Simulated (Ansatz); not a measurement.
For SnSe₂ (model structure, started from the CdCl2 type, R-3m, No. 166, 3 atoms in the cell), PBEsol in Ansatz (plane waves, PAW) gives:

| Item | Value |
|---|---|
| lattice parameter a | 3.812 Å |
| lattice parameter c | 19.251 Å |
| formation enthalpy | -0.333 eV/atom |

Problem. What does PBE-D3(BJ) (PAW; Ansatz, a first-principles code) give for the same quantities?

Solution. 
- lattice constant a: 3.833 Å (grows by 0.6 %)
- lattice parameter c: 18.546 Å (shrinks by 3.7 %)
- formation enthalpy: -0.340 eV/atom (moves by -0.007 eV/atom)

Changes are worked out from the printed values.

Unless a cell is named, each level is at its own relaxed cell (PBEsol 26.91, PBE-D3(BJ) 26.22 Å³/atom).

Levels without +SOC leave out spin–orbit coupling, which shifts energies and cells of such heavy elements.

Ansatz's density-functional and Hartree–Fock values are scalar-relativistic unless marked +SOC, with PAW data made under PBE.

A model structure was made by putting elements into a prototype or built by hand; it is no filed structure, need not be a known phase, and can be a saddle point held by its symmetry.
